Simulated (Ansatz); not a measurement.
# MgO under a change: isotropic strain +2.00 %

Consider MgO in the rock salt structure (space group Fm-3m, No. 225; a = 4.204 Å).

Now apply this change: every lattice vector is stretched by 2.00 %, atoms relaxed at fixed cell.

Method: r2SCAN in Ansatz (plane waves to 500 eV, PAW, scalar-relativistic without spin-orbit coupling). Γ-centred 13×13×13 mesh, Fermi–Dirac width 0.05 eV.

```tsv
quantity	base	changed	shift
volume per atom	9.29 Å³	9.86 Å³	+0.57 Å³
shortest interatomic distance	2.102 Å	2.144 Å	+0.042 Å
energy relative to the base (free energy F)	0 meV/atom	+16 meV/atom	+16 meV/atom
pressure	0.00 GPa	-8.77 GPa	-8.777 GPa
band gap	5.68 eV	5.10 eV	-0.58 eV
gap character	direct at Γ	direct at Γ	–
mean gap deformation potential ΔEg/Δln V	–	-9.8 eV	–
width of the top valence band	1.78 eV	1.67 eV	-0.11 eV
electron mass	0.36 mₑ (at Γ)	0.35 mₑ (at Γ)	–
hole mass (degenerate bands, along [100])	0.42, 2.1, 2.1 mₑ (at Γ)	0.41, 2.1, 2.1 mₑ (at Γ)	–
```

Effective masses come from finite differences of ±0.01 Å⁻¹. Whether these cells are dynamically stable was not tested.

Ansatz is an electronic-structure program.
